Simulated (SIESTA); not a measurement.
**SIESTA run on C3N4 (P3_1, 21 atoms in the cell): self-consistent single point**

Computed with SIESTA with GGA PBEsol, numerical atomic orbitals DZP, PseudoDojo PBEsol standard norm-conserving potentials (rewritten from UPF to PSML).

Input:

```
# files in the folder: C.psml N.psml (PseudoDojo PBEsol standard)
SystemName  C3N4
SystemLabel c3n4

NumberOfAtoms                21
NumberOfSpecies              2
%block ChemicalSpeciesLabel
  1 6 C
  2 7 N
%endblock ChemicalSpeciesLabel
LatticeConstant              1.0 Bohr
%block LatticeVectors
     8.911740534    0.000000000    0.000000000
    -4.455870267    7.717794561    0.000000000
     0.000000000    0.000000000   19.254343895
%endblock LatticeVectors
AtomicCoordinatesFormat      ScaledCartesian
%block AtomicCoordinatesAndAtomicSpecies
     3.126238579    7.500461466    6.196818039  1
    -3.602838463    6.674966160   12.614926253  1
     0.476599884    1.260161496   19.033053720  1
     0.764850131    3.429710725    6.411311430  1
     1.103228919    6.665318917   12.829419644  1
    -1.868079051    5.340559480   19.247547111  1
     5.476576469    3.444683246    6.643133731  1
     3.190269435    3.020513257   13.061241944  1
     4.700764897    1.252598057    0.225025517  1
     7.630766950    0.197112473   12.071703448  2
     4.925652669    6.509882534   18.489811662  2
     0.811191182    1.010799554    5.653595235  2
     1.049357448    4.256054988   13.585094878  2
     0.245340217    6.498537376    0.748859197  2
    -1.294697665    4.680996757    7.166986665  2
     5.369279113    4.200564046   12.843802638  2
     2.589306212    2.549650611    0.007566957  2
     5.409025476    0.967579904    6.425694425  2
     3.135328555    4.798152878    6.427099992  2
     3.188754439    0.316198043   12.845208206  2
     7.043527807    2.603443639    0.008991779  2
%endblock AtomicCoordinatesAndAtomicSpecies

XC.functional                GGA
XC.authors                   PBEsol
PAO.BasisSize                DZP
PAO.EnergyShift              0.01 Ry
MeshCutoff                   350 Ry
%block kgrid.MonkhorstPack
    5   0   0  0.0
    0   5   0  0.0
    0   0   2  0.0
%endblock kgrid.MonkhorstPack
OccupationFunction           FD
ElectronicTemperature        20.0 meV

MaxSCFIterations             150
SCF.Mixer.Method             Broyden
SCF.Mixer.Weight             0.2
SCF.Mixer.History            8
SCF.DM.Tolerance             1.0E-05
Diag.ParallelOverK           true
WriteForces                  true
```

The program printed (abridged):

```
reinit: Reading from file input.fdf

reinit: System Name: C3N4
reinit: System Label: c3n4

coor:   Atomic-coordinates input format  =     Cartesian coordinates
coor:                                          (in units of alat)

siesta: Atomic coordinates (Bohr) and species
siesta:      3.12624   7.50046   6.19682  1        1
siesta:     -3.60284   6.67497  12.61493  1        2
siesta:      0.47660   1.26016  19.03305  1        3
siesta:      0.76485   3.42971   6.41131  1        4
siesta:      1.10323   6.66532  12.82942  1        5
siesta:     -1.86808   5.34056  19.24755  1        6
siesta:      5.47658   3.44468   6.64313  1        7
siesta:      3.19027   3.02051  13.06124  1        8
siesta:      4.70076   1.25260   0.22503  1        9
siesta:      7.63077   0.19711  12.07170  2       10
siesta:      4.92565   6.50988  18.48981  2       11
siesta:      0.81119   1.01080   5.65360  2       12
siesta:      1.04936   4.25605  13.58509  2       13
siesta:      0.24534   6.49854   0.74886  2       14
siesta:     -1.29470   4.68100   7.16699  2       15
siesta:      5.36928   4.20056  12.84380  2       16
siesta:      2.58931   2.54965   0.00757  2       17
siesta:      5.40903   0.96758   6.42569  2       18
siesta:      3.13533   4.79815   6.42710  2       19
siesta:      3.18875   0.31620  12.84521  2       20
siesta:      7.04353   2.60344   0.00899  2       21

siesta: System type = bulk

initatomlists: Number of atoms, orbitals, and projectors:     21   273   168

siesta: ******************** Simulation parameters ****************************
redata: Spin configuration                          = none
redata: Time-Reversal Symmetry                      = T
redata: Number of Atomic Species                    =        2
redata: Mesh Cutoff                                 =   350.0000 Ry
redata: Net charge of the system                    =     0.0000 |e|
   [... lines left out ...]
diag: Parallel distribution                         =     1 x     1
diag: Used triangular part                          = Lower
diag: Absolute tolerance                            =  0.100E-15
diag: Orthogonalization factor                      =  0.100E-05
diag: Memory factor                                 =  1.0000

superc: Internal auxiliary supercell:     5 x     5 x     3  =      75
superc: Number of atoms, orbitals, and projectors:   1575  20475  12600

                        Single-point calculation

superc: Internal auxiliary supercell:     5 x     5 x     3  =      75
superc: Number of atoms, orbitals, and projectors:   1575  20475  12600

outcell: Unit cell vectors (Ang):
        4.715890    0.000000    0.000000
       -2.357945    4.084081    0.000000
        0.000000    0.000000   10.188960

outcell: Cell vector modules (Ang)   :    4.715890    4.715890   10.188960
outcell: Cell angles (23,13,12) (deg):     90.0000     90.0000    120.0000
outcell: Cell volume (Ang**3)        :    196.2402
new_DM -- step:     1
Initializing Density Matrix...

Attempting to read DM from file... Failed...
DM filled with atomic data:

InitMesh: MESH = 48 x 48 x 120 = 276480
InitMesh: Mesh cutoff (required, used) =   350.000   381.765 Ry

stepf: Fermi-Dirac step function
        iscf     Eharris(eV)        E_KS(eV)     FreeEng(eV)     dDmax    Ef(eV) dHmax(eV)
   scf:    1    -4775.432394    -4825.142740    -4825.142740  1.790356 -5.939659  5.154537
   scf:    2    -4839.006867    -4833.455601    -4833.455601  0.052111 -4.440570  2.043693
   scf:    3    -4835.269444    -4834.796810    -4834.796810  0.038407 -4.341818  0.556629
   scf:    4    -4834.953157    -4834.889648    -4834.889648  0.020278 -4.242024  0.201049
   scf:    5    -4834.888930    -4834.896486    -4834.896486  0.007364 -4.212109  0.165184
   scf:    6    -4834.911076    -4834.907231    -4834.907231  0.004148 -4.200120  0.020495
   scf:    7    -4834.907670    -4834.907488    -4834.907488  0.001243 -4.202618  0.015904
   scf:    8    -4834.907573    -4834.907560    -4834.907560  0.000492 -4.204714  0.002269
   scf:    9    -4834.907564    -4834.907562    -4834.907562  0.000101 -4.204862  0.002341
   scf:   10    -4834.907565    -4834.907564    -4834.907564  0.000052 -4.204723  0.000406
   scf:   11    -4834.907564    -4834.907564    -4834.907564  0.000017 -4.204752  0.000185
   scf:   12    -4834.907564    -4834.907564    -4834.907564  0.000011 -4.204764  0.000122
   scf:   13    -4834.907564    -4834.907564    -4834.907564  0.000008 -4.204764  0.000091
SCF Convergence by DM+H criterion
max |DM_out - DM_in|         :     0.0000075492
max |H_out - H_in|      (eV) :     0.0000910739
SCF cycle converged after 13 iterations

Using DM_out to compute the final energy and forces

siesta: E_KS(eV) =            -4834.9076

siesta: E_KS - E_eggbox =     -4834.9076

siesta: Atomic forces (eV/Ang):
     1    0.097080   -0.603420    0.023071
     2    0.474318    0.385310    0.023118
     3   -0.570829    0.217643    0.022910
   [... 18 lines left out ...]
   Tot    0.000002   -0.000005    0.003634
   Max    0.934632
   Res    0.392253    sqrt( Sum f_i^2 / 3N )
   Max    0.934632    constrained

Stress tensor Voigt[x,y,z,yz,xz,xy] (kbar):      -41.67      -41.65       18.08        0.00        0.00        0.01
(Free)E + p*V (eV/cell)    -4832.2443
Target enthalpy (eV/cell)    -4834.9076

siesta: Program's energy decomposition (eV):
siesta: Ebs     =     -1409.750213
siesta: Eions   =      7933.029905
siesta: Ena     =      1706.205119
siesta: Ekin    =      3310.838866
siesta: Enl     =      -383.440409
siesta: Eso     =         0.000000
siesta: Edftu   =         0.000000
siesta: DEna    =       -39.454979
siesta: DUscf   =         5.607014
siesta: DUext   =         0.000000
siesta: Ex      =     -1370.297908
siesta: Ec      =      -131.335363
siesta: Exc     =     -1501.633270
siesta: Eharris =     -4834.907564
siesta: Etot    =     -4834.907564
siesta: FreeEng =     -4834.907564

siesta: Atomic forces (eV/Ang):
siesta:      1    0.097080   -0.603420    0.023071
siesta:      2    0.474318    0.385310    0.023118
siesta:      3   -0.570829    0.217643    0.022910
siesta:      4    0.513644    0.220373   -0.018862
siesta:      5   -0.447623    0.334339   -0.018821
siesta:      6   -0.065639   -0.555018   -0.018962
siesta:      7   -0.487040    0.261453   -0.020739
siesta:      8    0.017391   -0.552767   -0.020806
siesta:      9    0.470241    0.291040   -0.020900
siesta:     10   -0.133966    0.728766   -0.321269
siesta:     11   -0.564258   -0.480002   -0.321108
siesta:     12    0.697938   -0.248506   -0.321225
siesta:     13   -0.686340   -0.346349    0.332979
siesta:     14    0.643223   -0.420990    0.333101
siesta:     15    0.042805    0.767519    0.332980
siesta:     16    0.759313   -0.553839    0.015599
siesta:     17    0.099853    0.934632    0.015689
siesta:     18   -0.859511   -0.380537    0.015626
siesta:     19   -0.012559   -0.020988   -0.009645
siesta:     20    0.024282   -0.000031   -0.009585
siesta:     21   -0.012320    0.021368   -0.009517
siesta: ----------------------------------------
siesta:    Tot    0.000002   -0.000005    0.003634

siesta: Stress tensor (static) (eV/Ang**3):
siesta:    -0.026006    0.000009    0.000000
siesta:     0.000009   -0.025994    0.000000
siesta:     0.000000    0.000000    0.011286

siesta: Cell volume =        196.240152 Ang**3

siesta: Pressure (static):
siesta:                Solid            Molecule  Units
siesta:           0.00014781          0.00031623  Ry/Bohr**3
siesta:           0.01357167          0.02903530  eV/Ang**3
siesta:          21.74421533         46.51968595  kBar
```

The run converged in 13 iterations.

The starting cell comes from a database of computed structures (which also holds hypothetical and non-ambient phases and stackings), without a prior relaxation at this level. Values carry the incompleteness of an atom-centred basis.

Cost on one core of a shared machine: roughly 60 s.
